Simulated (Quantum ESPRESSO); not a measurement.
Quantum ESPRESSO run on SiO2 (I-42m, 24 atoms in the cell): self-consistent single point.

Method: LDA (PZ), GBRV 1.5 ultrasoft (LDA) pseudopotentials (plane waves; Quantum ESPRESSO).

```
SiO2
1.0
   -4.48225     4.48225     4.02792
    4.48225    -4.48225     4.02792
    4.48225     4.48225    -4.02792
Si O
8 16
Direct
  0.75543   0.11320   0.23211
  0.88680   0.11891   0.64223
  0.88109   0.52332   0.76789
  0.47668   0.24457   0.35777
  0.24457   0.47668   0.35777
  0.11320   0.75543   0.23211
  0.11891   0.88680   0.64223
  0.52332   0.88109   0.76789
  0.28333   0.00000   0.28333
  0.00000   0.28333   0.28333
  0.71667   0.00000   0.71667
  0.00000   0.71667   0.71667
  0.91675   0.62593   0.00000
  0.37407   0.37407   0.29082
  0.62593   0.91675   0.00000
  0.08325   0.08325   0.70918
  0.63069   0.23783   0.25334
  0.76217   0.01551   0.39286
  0.98449   0.37735   0.74666
  0.62265   0.36931   0.60714
  0.36931   0.62265   0.60714
  0.23783   0.63069   0.25334
  0.01551   0.76217   0.39286
  0.37735   0.98449   0.74666
```

Reference input (self-consistent single point, DFT, LDA (PZ), plane waves, GBRV 1.5 ultrasoft (LDA) pseudopotentials): ecutwfc = 40 Ry; ecutrho = 200 Ry; occupations = fixed; potentials = {Si: si_lda_v1.uspp.F.UPF, O: o_lda_v1.2.uspp.F.UPF}; K_POINTS = automatic 4 4 4 0 0 0; nbnd = 72; conv_thr = 1e-10 Ry; mixing_beta = 0.3. This run's input differs from it in these lines:

```diff
@@ -11,4 +11,4 @@
    ntyp = 2
-   ecutwfc = 40
-   ecutrho = 200
+   ecutwfc = 52
+   ecutrho = 260
    occupations = 'fixed'
```

Log, with long lists cut:

```
     Self-consistent Calculation

     iteration #  1     ecut=    52.00 Ry     beta= 0.30

     total energy              =    -595.57811137 Ry
     estimated scf accuracy    <       6.56042699 Ry

     iteration #  2     ecut=    52.00 Ry     beta= 0.30

     total energy              =    -596.15437936 Ry
     estimated scf accuracy    <       0.57294698 Ry

     iteration #  3     ecut=    52.00 Ry     beta= 0.30

     total energy              =    -596.24970155 Ry
     estimated scf accuracy    <       0.09133724 Ry

   [... 8 blocks of this kind left out ...]

     iteration # 12     ecut=    52.00 Ry     beta= 0.30

     total energy              =    -596.25858536 Ry
     estimated scf accuracy    <          3.3E-09 Ry

     iteration # 13     ecut=    52.00 Ry     beta= 0.30
     End of self-consistent calculation

     highest occupied, lowest unoccupied level (ev):     1.3579    7.3347

!    total energy              =    -596.25858537 Ry
     estimated scf accuracy    <          1.4E-11 Ry

     convergence has been achieved in  13 iterations

     Forces acting on atoms (cartesian axes, Ry/au):

     atom    1 type  1   force =    -0.00070666   -0.00158593   -0.00400707
     atom    2 type  1   force =    -0.00158593    0.00070666    0.00400707
     atom    3 type  1   force =     0.00070666    0.00158593   -0.00400707
     atom    4 type  1   force =     0.00158593   -0.00070666    0.00400707
     atom    5 type  1   force =    -0.00070666    0.00158593    0.00400707
     atom    6 type  1   force =    -0.00158593   -0.00070666   -0.00400707
   [... lines left out ...]

     Total force =     0.122902     Total SCF correction =     0.000005

          total   stress  (Ry/bohr**3)                   (kbar)     P=      109.28
   0.00073620  -0.00000000  -0.00000000          108.30       -0.00       -0.00
   0.00000000   0.00073620  -0.00000000            0.00      108.30       -0.00
  -0.00000000  -0.00000000   0.00075628           -0.00       -0.00      111.25

   JOB DONE.
```

The run converged in 13 iterations. Against the reference run the free energy goes down by 4.7 meV/atom, the pressure goes from 11.14 to 10.93 GPa, the largest force hardly changes (0.912 to 0.910 eV/Å) and the gap on the mesh hardly changes (5.976 to 5.977 eV).

The starting cell comes from a database of computed structures (which also holds hypothetical and non-ambient phases and stackings), without a prior relaxation at this level. Its lattice was rescaled by a random factor within 2.5 % of one.

Cost on one core of a shared machine: roughly 10 min.
